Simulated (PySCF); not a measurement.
PySCF 2.14.0, HF/def2-svp, df: Si(H)(F)(Cl)2 (F[SiH](Cl)Cl), 5 atoms. The geometry is a generated start, not checked to be a minimum at this level.

```
Quantity                      Result
-------------------  ---------------
task                          energy
method                            hf
basis                       def2-svp
two-electron scheme  density fitting
mol.max_memory               3000 MB
mf.max_cycle                     100
mf.init_guess        minao (default)
mf.DIIS              CDIIS (default)
mf.diis_space            8 (default)
mf.conv_tol          1e-09 (default)
basis functions                   73
```

```xyz
5

Si     0.0062     0.0473     0.0936
F     -0.1210     1.2895    -0.9192
Cl    -1.6181    -1.0700    -0.1838
Cl     1.6783    -0.9219    -0.3925
H      0.0546     0.6552     1.4019
```

One run each on 2 threads, 1 BLAS thread. Values of level_shift (Hartree) tried: 0 (default), 0.1, 0.3, 1.

Question: Which value of level_shift (Hartree) needs the fewest Fock builds, and what happens away from it?

Answer: Fewest Fock builds, within one of each other: 0 (default) with 11, 0.1 with 12. The count rises to 20 at 1. All converge to one solution.

| level_shift (Hartree) | Fock builds | end |
|---|---|---|
| 0 (default) | 11 | same solution |
| 0.1 | 12 | same solution |
| 0.3 | 13 | same solution |
| 1 | 20 | same solution |
